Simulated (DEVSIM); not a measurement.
Device: Schottky contact on n-type GaN, at 300 K.

Layer 1 from the left is GaN, thickness (μm) 5.60, Nd (cm⁻³) 1.1e16, τn (s) 4.3e-8, τp (s) 4.3e-8.

Left contact: Schottky, work function 5.29 eV, emission velocity 6.6e6 cm/s. Right contact: ohmic. Voltage is applied to the left contact. Recombination: SRH at mid-gap, radiative. Mobility is constant in doping.

Constants are typed, rounded textbook-type inputs, not results; the design itself was drawn at random and stands for no fabricated device. Values at 300 K.

GaN: gap (eV) 3.43, affinity (eV) 4.1, permittivity 9.5, Nc (cm⁻³) 2.3e18, Nv (cm⁻³) 4.6e19, μn (cm²/Vs) 1200, μp (cm²/Vs) 100, B (cm³/s) 1e-11.

Problem. Estimate by hand the built-in potential, the peak field at zero bias, the capacitance at -1.5 V, and compare with a numerical solution.

Solution. 
- Built-in potential: barrier φB = 1.190 eV; Vbi = φB − kT/q ln(N_band/N) = 1.052 V; numerical 1.052 V.
- Peak field at zero bias: depletion approximation: W = √(2εVbi/(qN)) = 0.317 μm with N = 1.10e16 cm⁻³; field = 2Vbi/W = 66400 V/cm; numerical 65500 V/cm (estimate above by 1.4 %).
- Capacitance at -1.5 V: C = √(qεN / 2(Vbi + |V|)) = 17.0 nF/cm²; numerical 17.1 nF/cm² (estimate below by 0.50 %).

DEVSIM, 1D drift-diffusion, Boltzmann statistics, complete ionisation; no tunnelling, impact ionisation, image-force lowering or self-heating. Metal contacts follow the ideal Schottky-Mott rule: no Fermi-level pinning, no interface dipoles.
